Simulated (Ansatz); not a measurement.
The parent structure is KF in the rock salt structure (space group Fm-3m, No. 225; a = 5.3183 Å). Axes: x, y, z lie along the cube axes.

The change: uniaxial strain ε_yy = +0.78 %, all other strain components held at zero; the atoms relax in the strained cell.

Level of theory: Ansatz (an electronic-structure program), r2SCAN, PAW, cutoff 500 eV, scalar-relativistic without spin-orbit coupling.

### Question
Give the band edges at the high-symmetry points of the new zone, measured from its valence-band maximum.

### Answer
```tsv
point	valence edge (eV)	conduction edge (eV)
Γ	0.00	6.86
X	-0.05	8.77
P	-0.15	10.34
N	-0.35	9.71
M	-0.05	8.80
S	-0.19	9.60
S₀	-0.19	9.60
R	-0.15	10.30
G	-0.15	10.30
```

The gap is 6.86 eV, direct at Γ.

No phonon test of stability was made. k-point labels follow each cell's own Brillouin zone.
